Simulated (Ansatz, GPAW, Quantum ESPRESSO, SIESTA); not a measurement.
## One structure in several programs: SrIr2 (Fd-3m, 6 atoms in the cell)

Self-consistent single point, at a second geometry (lattice scaled by 0.98). First geometry:

```yaml
crystal:
  lattice:
    - [0.00000, 3.82390, 3.82390]
    - [3.82390, 0.00000, 3.82390]
    - [3.82390, 3.82390, 0.00000]
  atoms:
    - { symbol: Sr, position: [0.25000, 0.25000, 0.25000] }
    - { symbol: Sr, position: [0.00000, 0.00000, 0.00000] }
    - { symbol: Ir, position: [0.62500, 0.12500, 0.62500] }
    - { symbol: Ir, position: [0.62500, 0.62500, 0.62500] }
    - { symbol: Ir, position: [0.12500, 0.62500, 0.62500] }
    - { symbol: Ir, position: [0.62500, 0.62500, 0.12500] }
```

Shared settings, as Ansatz (an electronic-structure program) writes them: kpoints.mp_grid.grid = 9 9 9; scf.occupations.method = gaussian; scf.occupations.width = 0.136 eV. Potentials and cutoffs stand in the table.

| code | model | ΔF from the first geometry (meV/atom) | pressure (GPa) | cutoff |
|---|---|---|---|---|
| Quantum ESPRESSO | LDA (PZ), GBRV 1.5 ultrasoft (LDA) pseudopotentials | 7.5 | 6.32 | 40 Ry |
| SIESTA | LDA PW92, numerical atomic orbitals DZP, PseudoDojo LDA standard norm-conserving potentials (rewritten from UPF to PSML) | 21.5 | 9.74 | grid 350 Ry |
| GPAW | LDA (Perdew-Wang 92), GPAW PAW datasets LDA (gpaw-data 1.0.1) | 6.2 | 6.44 | 550 eV |
| Ansatz | LDA (PW92), PAW files made with PBE | 6.0 | 6.73 | 420 eV |

For Quantum ESPRESSO (by 0.6 GPa) the energy change implies a higher mean pressure, against the two pressures, than for the other programs: a sign of finite-basis (Pulay) stress.

On Ansatz's run: spin-orbit coupling is off. Spin polarisation is off.

The spread over the programs that give each value: ΔF from the first geometry within 15.5 meV/atom; pressure within 3.42 GPa.

SIESTA uses small atom-centred bases, whose incompleteness enters pressures, forces and empty levels differently from a plane-wave cutoff. Ansatz's pressure is given at a fixed set of plane waves, as the other plane-wave codes print theirs; with its correction for the finite basis it is 6.77 GPa. The same LDA comes in different parametrisations, which differ slightly. In the pressure, SIESTA (by 3.31) lies more than 1 GPa from the median of the plane-wave programs.

The starting cell comes from a database of computed structures (which also holds hypothetical and non-ambient phases and stackings), without a prior relaxation at this level. Its lattice was rescaled by a random factor within 2.5 % of one. For this run, on top of that: lattice scaled by 0.98.

Left out of this page: Elk (not drawn, or without a comparable value).

Keys are those of Ansatz 0.2.
